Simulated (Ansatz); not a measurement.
The starting structures come from a database of crystals and need not be the phases stable at ambient conditions.

 Where the default PAW files enter, the runs use the earlier of Ansatz's two default sets.

Here is the system:

```yaml
crystal:
  lattice:
    - [3.86607, 0.00000, 0.00000]
    - [-1.93304, 3.34812, 0.00000]
    - [1.93304, 1.11604, 3.15663]
  atoms:
    - { symbol: Mg, position: [0.00000, 0.00000, 0.00000] }
    - { symbol: Se, position: [0.00000, 0.50000, 0.50000] }
```

Space group of this cell: Fm-3m, rock salt. The cell is taken as given.

The numbers are results of r2SCAN (plane waves, PAW; Ansatz, a quantum-chemistry and plane-wave program), not measurements.

The current runs along the normal of the first two printed vectors; no spin-orbit coupling. Scaled by the factor s: both lengths across the current (ions clamped). Meshes 12×12×12 and 12×12 across the current in all rows.

```tsv
s	mean pressure (GPa)	band gap (eV)
0.98	3.2	?
1.00	0.2	2.49
1.02	-2.2	2.29
```

Take the slope of the band gap against ln s from the two given rows, extrapolate to s = 0.98, and say what the run there gives.

Slope = (2.29 − 2.49) / ln 1.02 = -10.1 eV. The line gives 2.49 + (-10.1) × ln 0.98 = 2.69 eV. The run gives 2.48 eV, 0.21 eV under the line, 105 % of the predicted step.
